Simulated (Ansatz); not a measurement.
C (model structure, started from the Ge type, P4₃2₁2, No. 96, 12 atoms in the cell) was calculated with PBEsol (plane waves, PAW; Ansatz, a program for electronic structure).

Settings: plane-wave cutoff 520 eV, 8×8×8 k mesh, Fermi–Dirac smearing 0.01 eV, scalar-relativistic PAW data made under PBE.

Computed at the level's own relaxed cell.

```yaml
crystal:
  lattice:
    - [3.78290, 0.00000, 0.00000]
    - [0.00000, 3.78290, 0.00000]
    - [0.00000, 0.00000, 4.64865]
  atoms:
    - { symbol: C, position: [0.07578, 0.07578, 0.00000] }
    - { symbol: C, position: [0.42422, 0.57578, 0.75000] }
    - { symbol: C, position: [0.92422, 0.92422, 0.50000] }
    - { symbol: C, position: [0.57578, 0.42422, 0.25000] }
    - { symbol: C, position: [0.16662, 0.37927, 0.21735] }
    - { symbol: C, position: [0.12073, 0.66662, 0.96735] }
    - { symbol: C, position: [0.83338, 0.62073, 0.71735] }
    - { symbol: C, position: [0.87927, 0.33338, 0.46735] }
    - { symbol: C, position: [0.66662, 0.12073, 0.03265] }
    - { symbol: C, position: [0.62073, 0.83338, 0.28265] }
    - { symbol: C, position: [0.33338, 0.87927, 0.53265] }
    - { symbol: C, position: [0.37927, 0.16662, 0.78265] }
```

**Question.** List the 34 lowest band energies at Γ above −25 eV (eV, relative to the valence band maximum), grouping those that round alike.

**Answer.** At Γ: -20.84, -15.90 (×2), -12.94, -12.52, -12.08 (×2), -8.38, -8.37 (×2), -8.05, -7.10, -7.05, -6.37 (×2), -4.88, -4.22 (×2), -3.93, -3.58, -1.93, -1.73 (×2), -0.52, 4.96, 6.32 (×2), 7.18, 7.55, 9.35, 9.39 (×2), 10.45 (×2).

Note: the relaxation could raise the start's symmetry but not lower it, so the cell can be a saddle point.

A model structure was made by putting elements into a prototype or built by hand; it is no filed structure, need not be a known phase, and can be a saddle point held by its symmetry.
